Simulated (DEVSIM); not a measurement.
Schottky contact on p-type Si

Device: Schottky contact on p-type Si, at 300 K.

```csv
layer (left to right),material,thickness (μm),Na (cm⁻³),τn (s),τp (s)
1,Si,0.500,5.1e17,0.00018,0.00018
```

Left contact: Schottky, work function 4.484 eV, emission velocity 2.8e6 cm/s. Right contact: ohmic. Voltage is applied to the left contact. Recombination: SRH at mid-gap, radiative, Auger. Mobility is constant in doping.

Constants are typed, rounded textbook-type inputs, not results; the design itself was drawn at random and stands for no fabricated device. Values at 300 K.

| parameter | Si |
|---|---|
| gap (eV) | 1.124 |
| affinity (eV) | 4.05 |
| permittivity | 11.7 |
| Nc (cm⁻³) | 2.86e19 |
| Nv (cm⁻³) | 3.1e19 |
| μn (cm²/Vs) | 1417 |
| μp (cm²/Vs) | 470 |
| B (cm³/s) | 4.7e-15 |
| Cn (cm⁶/s) | 2.8e-31 |
| Cp (cm⁶/s) | 9.9e-32 |

DEVSIM, 1D drift-diffusion, Boltzmann statistics, complete ionisation; no tunnelling, impact ionisation, image-force lowering or self-heating. Metal contacts follow the ideal Schottky-Mott rule: no Fermi-level pinning, no interface dipoles.

```
Property                                            Result
---------------------------------------------  -----------
Potential step across the device at zero bias      0.584 V
Largest field in the device at zero bias       290000 V/cm
Dark forward voltage at 1 A/cm²                    0.266 V
Dark forward voltage at 100 A/cm²                  0.385 V
```

Dark forward current:

```tsv
V (V)	J (A/cm²)
-0.05	-0.00021
-0.10	-0.0016
-0.15	-0.011
-0.20	-0.079
-0.25	-0.55
-0.30	-3.8
-0.35	-26
-0.40	-180
-0.45	-1200
-0.50	-6200
```
